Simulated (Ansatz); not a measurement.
# Dilute random carbon in silicon, 4x4x4 cubic cells

Prepared with Erhart-Albe potential (SiC_Erhart-Albe.tersoff) in LAMMPS: minimisation. Geometry as solved with Ansatz (a program for electronic structure) with PBE, support functions at accuracy medium on the grid of 420 eV.

```xyz
512
Lattice="21.77 0.00 0.00 0.00 21.77 0.00 0.00 0.00 21.77" Properties=species:S:1:pos:R:3 pbc="T T T"
Si    -0.01     0.00    -0.01
Si     1.35     1.36     1.36
Si     2.73     2.71    -0.02
Si     4.08     4.08     1.35
Si     2.72     0.00     2.72
Si     4.08     1.36     4.09
Si    -0.01     2.73     2.72
Si     1.35     4.09     4.09
Si    -0.01     0.00     5.45
Si     1.35     1.34     6.82
Si     2.71     2.72     5.46
Si     4.06     4.10     6.81
Si     2.72    -0.03     8.20
Si     4.09     1.35     9.53
Si    -0.03     2.72     8.15
Si     1.34     4.08     9.51
Si     0.00    -0.02    10.89
Si     1.36     1.36    12.25
Si     2.72     2.72    10.88
Si     4.09     4.08    12.25
Si     2.73    -0.01    13.60
Si     4.09     1.36    14.97
Si    -0.01     2.72    13.61
Si     1.35     4.08    14.98
Si    -0.01    -0.01    16.32
Si     1.36     1.36    17.68
Si     2.72     2.72    16.33
Si     4.10     4.07    17.69
Si     2.72    -0.03    19.01
Si     4.09     1.34    20.38
Si    -0.01     2.72    19.05
Si     1.36     4.08    20.41
Si    -0.01     5.45     0.00
Si     1.35     6.81     1.36
Si     2.71     8.18    -0.01
Si     4.07     9.53     1.38
Si     2.72     5.45     2.72
Si     4.08     6.82     4.08
Si    -0.01     8.17     2.73
Si     1.30     9.53     4.14
Si    -0.02     5.46     5.44
Si     1.30     6.86     6.81
Si     2.71     8.18     5.46
Si     4.08     9.55     6.83
Si     2.70     5.48     8.17
Si     4.10     6.82     9.53
Si    -0.08     8.24     8.18
Si     1.35     9.53     9.53
Si    -0.01     5.45    10.88
Si     1.36     6.80    12.25
Si     2.72     8.17    10.89
Si     4.08     9.53    12.24
Si     2.72     5.44    13.61
Si     4.09     6.80    14.97
Si    -0.01     8.16    13.60
Si     1.36     9.53    14.96
Si    -0.03     5.44    16.34
Si     1.35     6.80    17.69
Si     2.72     8.17    16.32
Si     4.09     9.54    17.68
Si     2.72     5.44    19.04
Si     4.08     6.81    20.40
Si    -0.02     8.17    19.04
Si     1.35     9.54    20.39
Si    -0.03    10.87    -0.01
Si     1.35    12.24     1.36
Si     2.72    13.60     0.00
Si     4.10    14.96     1.37
Si     2.69    10.88     2.75
Si     4.08    12.24     4.09
Si    -0.01    13.61     2.72
Si     1.36    14.97     4.08
Si    -0.08    10.89     5.53
Si     1.35    12.25     6.81
Si     2.72    13.61     5.45
Si     4.08    14.96     6.81
Si     2.71    10.92     8.20
Si     4.07    12.30     9.58
Si    -0.08    13.53     8.16
Si     1.30    14.91     9.53
Si    -0.08    10.88    10.81
Si     1.30    12.25    12.19
Si     2.70    13.68    10.96
Si     3.88    15.16    12.44
Si     2.69    10.90    13.57
Si     4.08    12.25    14.95
Si     0.06    13.67    13.59
Si     1.56    15.16    14.76
Si     0.00    10.90    16.31
Si     1.36    12.30    17.63
Si     2.73    13.68    16.24
Si     4.11    14.95    17.66
Si     2.72    10.92    19.01
Si     4.09    12.24    20.40
Si    -0.01    13.61    19.03
Si     1.36    14.96    20.40
Si    -0.01    16.32     0.00
Si     1.35    17.69     1.36
Si     2.72    19.04    -0.01
Si     4.09    20.40     1.35
Si     2.72    16.33     2.72
Si     4.10    17.69     4.07
Si    -0.03    19.06     2.72
Si     1.35    20.40     4.08
Si    -0.01    16.32     5.44
Si     1.36    17.68     6.81
Si     2.72    19.04     5.44
Si     4.08    20.40     6.81
Si     2.69    16.29     8.18
Si     4.08    17.66     9.54
Si    -0.01    19.03     8.18
Si     1.36    20.35     9.58
Si     0.07    16.30    10.96
Si     1.56    17.47    12.44
Si     2.73    18.96    10.96
Si     4.09    20.39    12.24
C      2.72    16.32    13.60
Si     3.89    17.48    14.76
Si     0.07    18.96    13.61
Si     1.36    20.39    14.96
Si     0.06    16.32    16.24
Si     1.36    17.68    17.67
Si     2.72    18.97    16.25
Si     4.09    20.36    17.63
Si     2.73    16.31    19.03
Si     4.09    17.68    20.40
Si    -0.01    19.05    19.04
Si     1.36    20.40    20.40
Si     5.45    -0.01    -0.01
Si     6.80     1.36     1.36
Si     8.17     2.71     0.00
Si     9.53     4.08     1.35
Si     8.17     0.00     2.71
Si     9.53     1.35     4.07
Si     5.44     2.72     2.72
Si     6.81     4.09     4.08
Si     5.44     0.00     5.44
Si     6.81     1.36     6.81
Si     8.17     2.72     5.44
Si     9.56     4.09     6.77
Si     8.17     0.00     8.17
Si     9.54     1.37     9.53
Si     5.44     2.73     8.16
Si     6.82     4.09     9.52
Si     5.46    -0.02    10.88
Si     6.81     1.35    12.24
Si     8.17     2.72    10.89
Si     9.54     4.09    12.26
Si     8.14    -0.03    13.61
Si     9.52     1.34    14.97
Si     5.46     2.72    13.61
Si     6.83     4.08    14.98
Si     5.47     0.00    16.32
Si     6.87     1.35    17.68
Si     8.24     2.76    16.35
Si     9.64     4.15    17.72
Si     8.23    -0.05    19.04
Si     9.55     1.36    20.40
Si     5.47     2.70    19.04
Si     6.81     4.07    20.40
Si     5.45     5.44    -0.01
Si     6.84     6.81     1.33
Si     8.23     8.16    -0.05
Si     9.57     9.49     1.35
Si     8.18     5.44     2.71
Si     9.54     6.80     4.08
Si     5.46     8.16     2.70
Si     6.81     9.52     4.08
Si     5.44     5.45     5.45
Si     6.81     6.81     6.80
Si     8.18     8.17     5.44
Si     9.54     9.54     6.81
Si     8.19     5.44     8.15
Si     9.53     6.81     9.52
Si     5.47     8.19     8.17
Si     6.84     9.57     9.53
Si     5.47     5.45    10.90
Si     6.84     6.81    12.28
Si     8.17     8.18    10.89
Si     9.51     9.55    12.26
Si     8.22     5.45    13.66
Si     9.61     6.82    15.04
Si     5.45     8.17    13.61
Si     6.81     9.53    14.96
Si     5.45     5.44    16.33
Si     6.82     6.80    17.69
Si     8.17     8.17    16.32
Si     9.61     9.45    17.67
Si     8.18     5.44    19.05
Si     9.61     6.80    20.33
Si     5.45     8.17    19.04
Si     6.82     9.52    20.40
Si     5.44    10.88     0.01
Si     6.82    12.23     1.37
Si     8.17    13.59     0.00
Si     9.53    14.96     1.36
Si     8.20    10.86     2.72
Si     9.54    12.24     4.09
Si     5.47    13.60     2.74
Si     6.84    14.96     4.11
Si     5.45    10.89     5.45
Si     6.82    12.26     6.82
Si     8.22    13.61     5.50
Si     9.59    14.97     6.90
Si     8.22    10.94     8.18
Si     9.60    12.33     9.54
Si     5.44    13.61     8.18
Si     6.77    14.97     9.58
Si     5.44    10.90    10.89
Si     6.75    12.30    12.25
Si     8.17    13.61    10.90
Si     9.61    14.96    12.18
Si     8.13    10.93    13.61
Si     9.53    12.26    14.96
Si     5.37    13.68    13.61
Si     6.84    14.96    14.94
Si     5.46    10.91    16.32
Si     6.87    12.24    17.68
Si     8.22    13.65    16.33
Si     9.60    15.04    17.69
Si     8.23    10.84    19.04
Si     9.54    12.23    20.41
Si     5.47    13.59    19.04
Si     6.81    14.96    20.40
Si     5.46    16.33    -0.01
Si     6.85    17.69     1.32
Si     8.24    19.06    -0.06
Si     9.57    20.43     1.34
Si     8.18    16.32     2.72
Si     9.53    17.68     4.08
Si     5.47    19.04     2.70
Si     6.81    20.40     4.08
Si     5.45    16.32     5.45
Si     6.80    17.68     6.81
Si     8.16    19.04     5.44
Si     9.53    20.40     6.81
Si     8.14    16.32     8.20
Si     9.60    17.60     9.53
Si     5.44    19.03     8.17
Si     6.84    20.37     9.53
Si     5.39    16.33    10.98
Si     6.84    17.68    12.27
Si     8.22    18.99    10.89
Si     9.53    20.40    12.25
Si     8.26    16.32    13.60
Si     9.61    17.68    15.03
Si     5.38    18.96    13.60
Si     6.76    20.36    14.96
Si     5.39    16.31    16.23
Si     6.77    17.68    17.62
Si     8.17    19.04    16.31
Si     9.60    20.32    17.67
Si     8.15    16.32    19.01
Si     9.59    17.68    20.31
Si     5.45    19.04    19.03
Si     6.82    20.40    20.39
Si    10.94     0.00    -0.05
Si    12.32     1.42     1.31
Si    13.79     2.96     0.15
C     14.95     4.09     1.34
Si    13.60     0.00     2.72
Si    14.95     1.44     4.00
Si    10.90     2.70     2.70
Si    12.32     4.07     3.99
Si    10.89    -0.01     5.44
Si    12.25     1.36     6.80
Si    13.60     2.72     5.43
Si    14.96     4.09     6.79
Si    13.60     0.00     8.17
Si    14.96     1.35     9.53
Si    10.90     2.73     8.16
Si    12.27     4.09     9.53
Si    10.89     0.01    10.91
Si    12.25     1.36    12.31
Si    13.61     2.71    10.91
Si    14.97     4.08    12.25
Si    13.60    -0.05    13.66
Si    14.96     1.35    14.97
Si    10.88     2.76    13.66
Si    12.25     4.15    15.04
Si    10.89    -0.02    16.31
Si    12.25     1.35    17.68
Si    13.61     2.72    16.33
Si    14.88     4.16    17.68
Si    13.61     0.04    19.09
Si    14.96     1.44    20.47
Si    10.94     2.73    19.09
Si    12.32     4.16    20.40
Si    10.89     5.45    -0.01
Si    12.32     6.74     1.35
Si    13.60     8.17    -0.01
Si    14.96     9.52     1.36
Si    13.80     5.24     2.51
Si    14.96     6.73     4.00
Si    10.95     8.13     2.73
Si    12.26     9.56     4.10
Si    10.94     5.44     5.39
Si    12.26     6.80     6.79
Si    13.61     8.12     5.39
Si    14.97     9.49     6.77
Si    13.64     5.47     8.17
Si    15.01     6.86     9.52
Si    10.90     8.17     8.16
Si    12.25     9.55     9.53
Si    10.90     5.45    10.89
Si    12.25     6.82    12.25
Si    13.61     8.18    10.88
Si    15.00     9.54    12.20
Si    13.61     5.44    13.61
Si    14.89     6.81    15.03
Si    10.88     8.18    13.61
Si    12.26     9.48    15.00
Si    11.09     5.65    16.53
C     12.25     6.81    17.68
Si    13.41     7.98    16.51
Si    14.89     9.42    17.72
Si    13.41     5.65    18.85
Si    14.88     6.73    20.40
Si    11.09     7.97    18.84
Si    12.25     9.45    20.33
Si    10.91    10.83    -0.04
Si    12.27    12.24     1.32
Si    13.60    13.65    -0.05
Si    14.96    14.96     1.35
Si    13.64    10.90     2.73
Si    15.01    12.24     4.13
Si    10.90    13.59     2.70
Si    12.25    14.95     4.09
Si    10.90    10.93     5.49
Si    12.26    12.32     6.88
Si    13.62    13.59     5.45
Si    14.94    14.90     6.89
Si    13.62    10.87     8.15
Si    14.90    12.31     9.52
Si    11.09    13.80     8.37
C     12.25    14.95     9.54
Si    10.89    10.91    10.91
Si    12.25    12.32    12.23
Si    13.41    13.79    10.70
Si    14.89    14.97    12.18
Si    13.62    10.89    13.57
Si    14.96    12.23    14.96
Si    10.89    13.65    13.65
Si    12.25    15.04    15.03
Si    10.90    10.88    16.31
Si    12.25    12.24    17.68
Si    13.60    13.61    16.32
Si    14.89    15.04    17.67
Si    13.61    10.88    19.05
Si    14.96    12.25    20.40
Si    10.89    13.61    19.04
Si    12.24    15.04    20.33
Si    10.87    16.32    -0.02
Si    12.24    17.68     1.35
Si    13.61    19.05    -0.01
Si    14.96    20.41     1.36
Si    13.60    16.32     2.72
Si    14.96    17.67     4.10
Si    10.89    19.04     2.72
Si    12.25    20.38     4.10
Si    10.88    16.32     5.46
Si    12.26    17.59     6.88
Si    13.60    18.99     5.49
Si    14.96    20.42     6.78
Si    13.43    16.09     8.37
Si    14.89    17.61     9.52
Si    10.89    19.03     8.17
Si    12.24    20.40     9.54
Si    11.09    16.12    10.69
Si    12.25    17.61    12.18
Si    13.61    19.03    10.89
Si    14.96    20.40    12.26
Si    13.61    16.33    13.61
Si    14.89    17.69    15.05
Si    10.89    19.00    13.56
Si    12.24    20.30    15.01
Si    11.09    16.52    16.52
C     12.25    17.69    17.69
Si    13.40    18.86    16.54
Si    14.88    20.36    17.72
Si    13.41    16.52    18.84
Si    14.89    17.69    20.33
Si    11.08    18.85    18.84
Si    12.25    20.34    20.33
Si    16.32     0.01     0.00
Si    17.60     1.44     1.35
Si    19.03     2.74     0.00
Si    20.39     4.11     1.38
Si    18.99     0.05     2.72
Si    20.39     1.37     4.08
Si    16.11     2.93     2.51
Si    17.60     4.09     4.00
Si    16.31     0.04     5.39
Si    17.67     1.36     6.79
Si    18.98     2.73     5.39
Si    20.37     4.08     6.77
Si    19.01    -0.02     8.16
Si    20.39     1.34     9.52
Si    16.32     2.72     8.16
Si    17.68     4.08     9.52
Si    16.32    -0.01    10.89
Si    17.70     1.33    12.24
Si    19.04     2.72    10.88
Si    20.40     4.09    12.24
Si    19.07    -0.04    13.61
Si    20.40     1.36    14.97
Si    16.33     2.70    13.60
Si    17.68     4.09    14.95
Si    16.27    -0.05    16.33
Si    17.62     1.36    17.68
Si    19.01     2.71    16.32
Si    20.36     4.07    17.71
Si    19.02     0.02    19.04
Si    20.39     1.37    20.41
Si    16.27     2.77    19.04
Si    17.59     4.08    20.47
Si    16.08     5.25     0.15
Si    17.58     6.73     1.34
Si    18.98     8.12     0.00
Si    20.37     9.50     1.36
Si    19.01     5.48     2.74
Si    20.38     6.86     4.12
Si    16.32     8.16     2.72
Si    17.68     9.52     4.08
Si    16.32     5.45     5.43
Si    17.68     6.81     6.80
Si    19.04     8.24     5.52
Si    20.20     9.73     7.01
Si    19.04     5.45     8.16
Si    20.38     6.82     9.54
Si    16.39     8.24     8.15
Si    17.85     9.75     9.33
Si    16.32     5.45    10.89
Si    17.65     6.86    12.23
Si    19.01     8.26    10.83
Si    20.40     9.53    12.24
Si    19.03     5.48    13.58
Si    20.39     6.81    14.97
Si    16.28     8.19    13.64
Si    17.69     9.54    14.97
Si    16.31     5.44    16.32
Si    17.67     6.80    17.69
Si    19.03     8.17    16.33
Si    20.39     9.54    17.68
Si    18.99     5.44    19.09
Si    20.39     6.80    20.41
Si    16.31     8.12    19.10
Si    17.67     9.52    20.41
Si    16.32    10.89     0.00
Si    17.68    12.25     1.37
Si    19.03    13.61    -0.01
Si    20.38    14.97     1.37
Si    19.04    10.88     2.73
Si    20.40    12.25     4.09
Si    16.32    13.60     2.73
Si    17.65    14.92     4.17
Si    16.40    10.87     5.51
Si    17.87    12.04     7.00
Si    19.04    13.53     5.52
Si    20.40    14.96     6.81
C     19.03    10.89     8.17
Si    20.20    12.04     9.32
Si    16.39    13.52     8.17
Si    17.67    14.96     9.53
Si    16.34    10.94    10.81
Si    17.67    12.25    12.23
Si    19.03    13.53    10.81
Si    20.40    14.91    12.19
Si    19.06    10.91    13.60
Si    20.44    12.29    14.95
Si    16.27    13.59    13.55
Si    17.64    14.95    14.92
Si    16.27    10.82    16.34
Si    17.62    12.24    17.68
Si    19.01    13.59    16.30
Si    20.43    14.96    17.62
Si    19.01    10.90    19.04
Si    20.39    12.25    20.39
Si    16.27    13.65    19.03
Si    17.69    14.97    20.38
Si    16.28    16.32    -0.06
Si    17.65    17.66     1.35
Si    19.03    19.04     0.01
Si    20.36    20.43     1.36
Si    19.00    16.29     2.75
Si    20.38    17.68     4.08
Si    16.31    19.04     2.73
Si    17.67    20.41     4.08
Si    16.28    16.31     5.51
Si    17.69    17.67     6.83
Si    19.03    19.04     5.45
Si    20.40    20.40     6.81
Si    19.07    16.32     8.20
Si    20.44    17.67     9.59
Si    16.27    19.01     8.15
Si    17.65    20.37     9.53
Si    16.31    16.33    10.89
Si    17.65    17.68    12.28
Si    19.03    19.03    10.91
Si    20.45    20.35    12.25
Si    19.04    16.29    13.57
Si    20.40    17.66    14.95
Si    16.27    19.04    13.66
Si    17.67    20.40    14.98
Si    16.31    16.32    16.31
Si    17.67    17.68    17.68
Si    19.04    19.03    16.32
Si    20.39    20.41    17.68
Si    19.07    16.32    19.01
Si    20.40    17.68    20.40
Si    16.32    19.05    19.05
Si    17.67    20.41    20.41
```
